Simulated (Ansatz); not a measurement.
**ZrC under a change: Pt on a C site, symmetric start**

The parent structure is a 16-atom supercell of ZrC in the rock salt structure (space group Fm-3m, No. 225; a = 4.7114 Å) at its relaxed geometry.

The change: a neutral Pt on a C site, symmetric start, atoms relaxed at fixed cell.

Level of theory: r2SCAN/PAW in Ansatz (an electronic-structure program), no spin-orbit coupling. k-mesh 6×6×6 (Γ-centred); smearing 0.05 eV (Fermi–Dirac).

The pressure goes from zero to 19.1 GPa and the energy gained by relaxation comes out as 2.47 eV. The largest displacement of a host atom from its site in the perfect cell comes out as 0.13 Å and the mean distance from the defect site to its nearest host atoms grows by 0.13 Å (2.36 Å → 2.49 Å).

Final structure:

```
CELL_PARAMETERS angstrom
      0.00000     4.71144     4.71144
      4.71144     0.00000     4.71144
      4.71144     4.71144     0.00000
ATOMIC_POSITIONS crystal
  Pt 0.00000 0.00000 0.00000
  C  0.00000 0.00000 0.50000
  C  0.00000 0.50000 0.00000
  C  0.00000 0.50000 0.50000
  C  0.50000 0.00000 0.00000
  C  0.50000 0.00000 0.50000
  C  0.50000 0.50000 0.00000
  C  0.50000 0.50000 0.50000
  Zr 0.25000 0.25000 0.25000
  Zr 0.26387 0.26387 0.73613
  Zr 0.26387 0.73613 0.26387
  Zr 0.26387 0.73613 0.73613
  Zr 0.73613 0.26387 0.26387
  Zr 0.73613 0.26387 0.73613
  Zr 0.73613 0.73613 0.26387
  Zr 0.75000 0.75000 0.75000
```

The cell is small, so the values are those of an ordered compound at a high defect concentration; dilute-limit values will differ. The defect started on the symmetric site and kept its symmetry, so it may sit on a saddle. The final runs are not spin-polarised. The defect cell is not spin-polarised.
